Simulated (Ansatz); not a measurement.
Levels about the gap of amorphous Si24O53P2 (79 atoms in a cell of 1189 Å³, 2.21 g/cm³; zone centre alone, so wide bands show as single levels with stretches between that a denser mesh fills), at the geometry that PBE relaxed, where it gives -0.5 GPa on a denser mesh. Exact exchange is cut at the faces of this small cell, which leaves a finite-size error. The participation number counts the atoms over which a state spreads; weights are charges in smoothed Voronoi cells. The levels come from a single point, so bond lengths are those of that geometry. Method of the levels: HSE06, scalar-relativistic without spin-orbit coupling (Ansatz, an electronic-structure program). Sampling: the zone centre alone; Fermi-Dirac width 0.01 eV; collinear spin, started from moments on atoms (the moments died out). At PBE the levels at the filled edge of the gap are localised (band-tail or defect states), and the nearest spread-out levels lie 5.4 eV apart at the zone centre.

A CHGNet melt-quench gave the starting glass, which DFT then relaxed. O atoms were pushed apart under 1.9 Å during the dynamics, to hinder bonds among them. The hot cell started wider than the set density and was brought back towards it in steps. It is the lowest in DFT energy of 2 quenches. It is a model cell: composition and starting density were chosen by hand, and all elements were melted together. No dispersion term was used. Its density started from a set value of 2.21 and ended at 2.21 g/cm³. The simulated quench (nominally 480 K/ps over its main leg) is rapid and tends to freeze in more defects than a deposited or slowly cooled glass has. Values belong to this one cell and scatter from quench to quench. The volume was held where the preparation left it and the shape relaxed, at a PBE pressure of -0.5 GPa (tension).

| E - E(highest filled), eV | filling | spin | participation number | largest on | weight O | weight Si | weight P |
|---|---|---|---|---|---|---|---|
| -0.68 | filled | dn | 6.3 | O, 2 neighbours | 0.95 | 0.04 | 0.01 |
| -0.67 | filled | up | 7.1 | O, 2 neighbours | 0.95 | 0.04 | 0.01 |
| -0.67 | filled | dn | 7.1 | O, 2 neighbours | 0.95 | 0.04 | 0.01 |
| -0.57 | filled | up | 6.5 | O, 2 neighbours | 0.95 | 0.05 | 0.00 |
| -0.57 | filled | dn | 6.5 | O, 2 neighbours | 0.95 | 0.05 | 0.00 |
| 0.00 | filled | dn | 4.7 | O, 2 neighbours | 0.95 | 0.05 | 0.00 |
| 0.00 | filled | up | 4.7 | O, 2 neighbours | 0.95 | 0.05 | 0.00 |
| 5.92 | empty | dn | 67.2 | O, 2 neighbours | 0.74 | 0.23 | 0.03 |
| 5.92 | empty | up | 67.2 | O, 2 neighbours | 0.74 | 0.23 | 0.03 |
| 7.30 | empty | dn | 25.1 | O, 2 neighbours | 0.65 | 0.27 | 0.09 |
| 7.30 | empty | up | 25.1 | O, 2 neighbours | 0.65 | 0.27 | 0.09 |
| 7.72 | empty | dn | 43.1 | O, 2 neighbours | 0.73 | 0.26 | 0.01 |
| 7.72 | empty | up | 43.1 | O, 2 neighbours | 0.73 | 0.26 | 0.01 |
| 7.81 | empty | up | 50.6 | Si, 5 neighbours | 0.69 | 0.30 | 0.01 |

Most localised among these is the filled level at -0.00 eV, on a O atom, which has 2 neighbours (Si 1.61 Å, Si 1.84 Å).
